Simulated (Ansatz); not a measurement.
**Pressure series in hypothetical cubic perovskite CaHfSe3**

Take CaHfSe3 in the cubic perovskite structure (space group Pm-3m, No. 221; a hypothetical phase, not in the database extracts checked) as the base.

CaHfSe₃ has the cubic space group Pm-3m (No. 221), the cubic perovskite structure, Pearson symbol cP5. Conventional cell: a = 5.1887 Å, b = 5.1887 Å, c = 5.1887 Å, α = 90.00°, β = 90.00°, γ = 90.00°. Ca on 1a is surrounded by 12 Se at 3.669 Å (cuboctahedral). Hf on 1b is surrounded by 6 Se at 2.594 Å (octahedral). Se on 3c is coordinated by 2 Hf at 2.594 Å and 4 Ca at 3.669 Å (octahedral). (Neighbours: up to the widest gap in distance over summed covalent radii, below 1.35, at either atom; cation-cation and far metal-metal contacts left out.)

Cell and atoms are relaxed at each pressure.

Computed with Ansatz (a first-principles code) PBE, without spin-orbit coupling.

Question: Only one of these has no band gap. Which?
A. pressure 10 GPa
B. pressure 0.7 GPa
C. pressure −1 GPa
D. pressure 0.3 GPa

Answer: A, pressure 10 GPa. Computed: pressure 10 GPa: zero; pressure 0.3 GPa: 0.22 eV; pressure −1 GPa: 0.26 eV; pressure 0.7 GPa: 0.21 eV

The mesh was chosen for an insulator and is coarse for the gapless case. With Hf present, leaving out spin-orbit coupling can change the band edges. Load acts through the strain it causes; cell and atoms are relaxed under it. No phonon test of stability was made. No other phases were tried under pressure. The final runs are not spin-polarised. Many cubic perovskites are stable only at high temperature; tilts and polar distortions were not tested. A zero or small gap of CaHfSe3 can be the functional's error rather than a property of the material.
